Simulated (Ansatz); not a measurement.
Take VN in the rock salt structure (space group Fm-3m, No. 225) as the base.

```
VN
1.0
    0.00000     2.03658     2.03658
    2.03658     0.00000     2.03658
    2.03658     2.03658     0.00000
N V
1 1
Direct
  0.00000   0.00000   0.00000
  0.50000   0.50000   0.50000
```

Cartesian axes are those of the cell as printed.

Method: Ansatz (a quantum-chemistry and plane-wave program), PBEsol, PAW, cutoff 420 eV, no spin-orbit coupling.

For the base:

| Quantity | Value |
|---|---|
| Shortest interatomic distance | 2.037 Å |
| Pressure | 0.0 GPa |
| Band gap | zero |

The change: biaxial strain +2.84 %, plane normal [110], relaxed out of plane (Cartesian); in-plane vectors clamped, the third vector and the atoms free.

Question: What does the calculation give for the shortest interatomic distance after the change?

Answer: The shortest interatomic distance increases by 0.0068 Å, from 2.037 Å to 2.043 Å.

Question: How does this affect the pressure?

Answer: The pressure (mean of the normal stresses, compression positive) goes from zero to -10.3 GPa.

Question: How does this affect the energy relative to the base?

Answer: The energy grows by 24 meV/atom.

Question: Predict the new band gap.

Answer: The band gap stays zero.

A biaxial case was relaxed in a doubled cell and then solved in the primitive one. Without a gap, meshes like the base's 20×20×20 leave anisotropic stresses uncertain by several tenths of a GPa, and small strain energies with them. No phonon test of stability was made. Starting moments died away, wholly or in part, for the base; another magnetic solution may exist. The final runs are not spin-polarised.
